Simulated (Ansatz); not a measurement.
1T (CdI2-type) MgI₂ was calculated with r²SCAN-D4 (Ansatz, a program for electronic structure, plane waves, PAW).

Run with plane-wave cutoff 500 eV, 12×12×6 k mesh (along the axes of the cell as run), gaussian smearing 0.02 eV, scalar-relativistic PAW data made under PBE.

Computed at the level's own relaxed cell.

Task: Give the computed equilibrium volume per atom, equilibrium lattice constant a and c axis length.

Result: 
* **equilibrium volume per atom**: 34.91 Å³/atom
* **equilibrium lattice constant a**: 4.165 Å
* **c axis length**: 6.971 Å

Measured, for comparison: lattice constant a 4.14 Å, lattice parameter c 6.88 Å (temperature not stated, copied from a table, unchecked, not corrected to a static lattice; as tabulated in Crystal Structures 1, 239 (1963)). Computed (rounded) less measured: lattice constant a not scored (unchecked), lattice parameter c not scored (unchecked).

Spin–orbit coupling is not included.

The computed numbers hold no vibrational or temperature effects.
